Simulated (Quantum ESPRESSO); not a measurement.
## Pressure against volume in rutile-structure TiO2 (space group 136) (Quantum ESPRESSO, PBE)

```
CELL_PARAMETERS angstrom
      4.50839     0.00000     0.00000
      0.00000     4.50839     0.00000
      0.00000     0.00000     2.90737
ATOMIC_POSITIONS crystal
  Ti 0.00000 0.00000 0.00000
  Ti 0.50000 0.50000 0.50000
  O  0.30500 0.30500 0.00000
  O  0.80500 0.19500 0.50000
  O  0.19500 0.80500 0.50000
  O  0.69500 0.69500 0.00000
```

Method: PBE, PSlibrary PAW (PBE) pseudopotentials (plane waves; Quantum ESPRESSO). Settings: ecutwfc = 78 Ry; ecutrho = 858 Ry; occupations = smearing; smearing = fd; degauss = 0.000734986 Ry; potentials = {Ti: Ti.pbe-spn-kjpaw_psl.1.0.0.UPF, O: O.pbe-n-kjpaw_psl.0.1.UPF}; K_POINTS = automatic 7 7 11 0 0 0; conv_thr = 1e-10 Ry; mixing_beta = 0.7. The cell above is the first row's. The rows scale it uniformly. In all rows fractional positions and the k mesh are held.

| V (Å^3/atom) | P (GPa) |
|---|---|
| 9.849 | ? |
| 10.063 | 15.08 |
| 10.277 | 9.23 |
| 10.491 | 3.98 |
| 10.705 | -0.75 |
| 10.920 | -5.00 |
| 11.134 | -8.82 |
| 11.348 | -12.25 |
| 11.562 | -15.33 |

The 8 complete rows are fitted with a cubic, P against V. With u = V - 10.8, the rows have u = -0.7370, -0.5230, -0.3090, -0.0950, 0.1200, 0.3340, 0.5480, 0.7620. Least squares gives P = -2.688 - 19.9387·u + 5.0301·u² - 0.8437·u³. Residuals (row less fit): 0.003, -0.007, 0.002, -0.002, 0.010, -0.002, -0.007, 0.004; standard error 0.008 (degrees of freedom: 4). The fitted pressure is zero at V0 = 10.67, where dP/dV = -21.29, so B0 = -V0·dP/dV = 227 GPa.

Q: What does the fit predict for P at V = 9.849, and how far is the calculated value from it?

A: u = -0.9510, so P = -2.688 - 19.9387 × (-0.9510) + 5.0301 × (-0.9510)² - 0.8437 × (-0.9510)³ = 21.549 GPa. The calculation gives 21.59 GPa, 0.041 GPa above the prediction (0.1 % of the range of P in the table). The row lies outside the fitted rows, so this is an extrapolation. From the scatter of the fitted rows alone, a prediction at this place has a standard error of 0.020 GPa, so the miss is 2.0 times that.

Carrying the step between the two nearest rows on in a straight line would have given 20.93, off by 0.66; series whose last step already gives the withheld value aren't shown. The scan was laid around a cell of about the measured size, scaled by a guess for this functional; axis ratios and inner coordinates come from that cell. The runs keep the symmetry of the cell, so they don't test it for distortions. The shape of the cell and the inner coordinates aren't relaxed, so V0 and B0 belong to this uniform scaling; a relaxed crystal lies no higher in energy and is usually softer (forces reach 0.42 eV/Å in these rows). Cutoffs and mesh are single choices, not tested for convergence of this quantity. Series with a scatter that would blur these digits, or in which a gap closes, are not shown.
